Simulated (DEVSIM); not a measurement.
System: Au/SiON/p-Ge capacitor, at 300 K.

```csv
layer (left to right),material,thickness (nm),Na (cm⁻³)
1,SiON,6.60,-
2,Ge,370,2.6e18
```

Metal gate on the left, work function 5.1 eV. Fixed charge at the semiconductor interface 1.4e11 cm⁻² (in units of +e); no interface traps.

This is a model device: material constants are rounded textbook-type values typed into the input, and sizes, dopings and lifetimes were drawn at random. Values at 300 K.

| parameter | SiON | Ge |
|---|---|---|
| gap (eV) | 7 | 0.664 |
| affinity (eV) | 1.4 | 4 |
| permittivity | 5.5 | 16 |
| Nc (cm⁻³) | - | 1.04e19 |
| Nv (cm⁻³) | - | 6e18 |

DEVSIM, 1D Poisson equation in equilibrium, Boltzmann statistics, complete ionisation; no quantum confinement or tunnelling. Metal contacts follow the ideal Schottky-Mott rule: no Fermi-level pinning, no interface dipoles.

Task: Tabulate band edges, carrier densities and field at 1.8 V on the gate.

Result: Energies count from the Fermi level of the right contact; mesh points crowd at the junctions.

| x (μm) | Ec (eV) | Ev (eV) | n (cm⁻³) | p (cm⁻³) | field (V/cm) |
|---|---|---|---|---|---|
| 0.000 | 1.900 | -5.100 | < 1e2 | < 1e2 | 1400000 |
| 0.0008135 | 2.012 | -4.988 | < 1e2 | < 1e2 | 1400000 |
| 0.002074 | 2.186 | -4.814 | < 1e2 | < 1e2 | 1400000 |
| 0.003726 | 2.414 | -4.586 | < 1e2 | < 1e2 | 1400000 |
| 0.005572 | 2.668 | -4.332 | < 1e2 | < 1e2 | 1400000 |
| 0.006452 | 2.790 | -4.210 | < 1e2 | < 1e2 | 1400000 |
| 0.007304 | 0.243 | -0.421 | 8.7e14 | 5.0e11 | 470000 |
| 0.009493 | 0.338 | -0.326 | 2.1e13 | 2.0e13 | 400000 |
| 0.01263 | 0.451 | -0.213 | 2.8e11 | 1.6e15 | 310000 |
| 0.01820 | 0.579 | -0.085 | 1.9e9 | 2.3e17 | 150000 |
| 0.02884 | 0.640 | -0.024 | 1.9e8 | 2.4e18 | 8600 |
| 0.05622 | 0.642 | -0.022 | 1.7e8 | 2.6e18 | ≈ 0 |
| 0.09548 | 0.642 | -0.022 | 1.7e8 | 2.6e18 | ≈ 0 |
| 0.1651 | 0.642 | -0.022 | 1.7e8 | 2.6e18 | ≈ 0 |
| 0.2762 | 0.642 | -0.022 | 1.7e8 | 2.6e18 | ≈ 0 |
| 0.3224 | 0.642 | -0.022 | 1.7e8 | 2.6e18 | ≈ 0 |
| 0.3465 | 0.642 | -0.022 | 1.7e8 | 2.6e18 | ≈ 0 |
| 0.3602 | 0.642 | -0.022 | 1.7e8 | 2.6e18 | ≈ 0 |
| 0.3696 | 0.642 | -0.022 | 1.7e8 | 2.6e18 | ≈ 0 |
| 0.3733 | 0.642 | -0.022 | 1.7e8 | 2.6e18 | ≈ 0 |
| 0.3753 | 0.642 | -0.022 | 1.7e8 | 2.6e18 | ≈ 0 |
| 0.3766 | 0.642 | -0.022 | 1.7e8 | 2.6e18 | ≈ 0 |
